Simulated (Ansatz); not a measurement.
Results of r²SCAN+rVV10 (PAW; Ansatz, a first-principles code) for In2O3 (model structure, started from the Al2S3 type, C2/c, No. 15, 10 atoms in the cell).

Settings: plane-wave cutoff 560 eV, 8×8×6 k mesh (along the axes of the cell as run), Fermi–Dirac smearing 0.01 eV, scalar-relativistic PAW data made under PBE.

Cell (relaxed at this level):

```
In2O3
1.0
    4.26505    -3.93330    -0.78341
    4.26505     3.93330    -0.78341
   -3.61212     0.00000     4.48239
In O
4 6
Cartesian
  3.71983  -3.14587   1.15025
  5.52589   3.14587  -1.09094
  4.15731   0.78743   0.64899
  2.35126  -0.78743   2.89018
 -1.28414   1.15436   4.06874
  0.52191  -1.15436   1.82755
  4.26504   0.28433   2.74911
  6.07110  -0.28433   0.50791
  1.28412   1.15436   2.99630
  3.09018  -1.15436   0.75510
```

Q: Estimate the band gap that the calculation returns.

A: 
- band gap = 1.50 eV (on the SCF k mesh)

Note: the relaxation could raise the start's symmetry but not lower it, so the cell can be a saddle point.

Spin–orbit coupling is not included.

A model structure was made by putting elements into a prototype or built by hand; it is no filed structure, need not be a known phase, and can be a saddle point held by its symmetry.
